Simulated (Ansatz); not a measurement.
For TiSi2 (Fddd, No. 70), LDA (PAW; Ansatz, a quantum-chemistry and plane-wave program) gives:

```
Item                               Value
-------------------------  -------------
volume per atom            13.50 Å³/atom
bulk modulus                     158 GPa
cohesive energy             6.35 eV/atom
polycrystal shear modulus        126 GPa
```

Q: What does r²SCAN in Ansatz (plane waves, PAW) give for the same quantities?

A: 
- equilibrium volume per atom: 13.97 Å³/atom (goes up by 3.5 %)
- bulk modulus: 147 GPa (shrinks by 7.0 %)
- cohesive energy: 5.20 eV/atom (shrinks by 1.15 eV/atom)
- Voigt–Reuss–Hill shear modulus: 124 GPa (stays essentially unchanged)

For comparison: equilibrium volume per atom 14.14 Å³/atom (measured, temperature not stated, not corrected to a static lattice; as tabulated in W. Jeitschko, Acta Crystallographica B 33, 2347 (1977)).

Changes are worked out from the printed values.

Unless a cell is named, each level is at its own relaxed cell (LDA 13.50, r²SCAN 13.97 Å³/atom).

The crystal itself was run without spin with LDA, r²SCAN; a magnetic state was not tried in these runs.

Caveats: the bulk modulus is −V dP/dV from two relaxed cells at ±2 % in volume (LDA, r²SCAN). Ansatz's density-functional and Hartree–Fock values are scalar-relativistic unless marked +SOC, with PAW data made under PBE.
